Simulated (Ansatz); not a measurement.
**Cd2P3Cl (C2/c, No. 15; cell taken from a computed entry)**

Level of theory: r²SCAN (Ansatz, a first-principles code, plane waves, PAW).

Run with plane-wave cutoff 560 eV, 6×6×6 k mesh, Fermi–Dirac smearing 0.01 eV, scalar-relativistic PAW data made under PBE.

Cell (relaxed with PBEsol):

```cif
data_Cd8Cl4P12
_chemical_formula_sum 'Cd8 P12 Cl4'
_space_group_name_H-M_alt 'C2/c'
_space_group_IT_number 15
_space_group_name_Hall '-C 2yc'
_cell_length_a 7.95335
_cell_length_b 8.97058
_cell_length_c 7.50749
_cell_angle_alpha 90.000
_cell_angle_beta 100.850
_cell_angle_gamma 90.000
loop_
_atom_site_label
_atom_site_type_symbol
_atom_site_symmetry_multiplicity
_atom_site_Wyckoff_symbol
_atom_site_fract_x
_atom_site_fract_y
_atom_site_fract_z
_atom_site_occupancy
Cd1 Cd 8 f 0.25782 0.15358 0.21031 1
P1 P 8 f 0.38187 0.04590 0.53222 1
P2 P 4 e 0.00000 0.30239 0.25000 1
Cl1 Cl 4 e 0.00000 0.13611 0.75000 1
```
(The calculation used a cell of 12 atoms; values per cell refer to that cell.)

```yaml
band_gap: 1.49 eV
smallest_direct_gap_on_the_k_points_sampled: 1.88 eV
direct gap at Γ: 2.94 eV
```

Note: cell and atoms aren't relaxed at this level (largest force component 0.15 eV/Å, pressure 1.8 GPa).

Spin–orbit coupling is not included.

Computed values are for the static lattice.

The result took roughly 9 core-minutes.
